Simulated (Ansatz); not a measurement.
The parent structure is AlN in the wurtzite structure (space group P6_3mc, No. 186; a = 3.114 Å, c = 4.983 Å). Axes: x lies along a and z along c of the hexagonal cell.

Level of theory: Ansatz (a quantum-chemistry and plane-wave program), PBEsol, PAW, cutoff 420 eV, spin-orbit coupling left out.

It is then changed as follows: tensile biaxial strain of 2.40 % in the plane normal to [001], as in epitaxy on a mismatched substrate; the out-of-plane cell vector and the atoms relax.

Task: Estimate the effect on the ratio −ε⊥/ε∥ and in-plane stress.

Result: The ratio −ε⊥/ε∥ is 0.65; the mean in-plane stress (compression positive) comes out as -9.8 GPa.

No phonon test of stability was made.
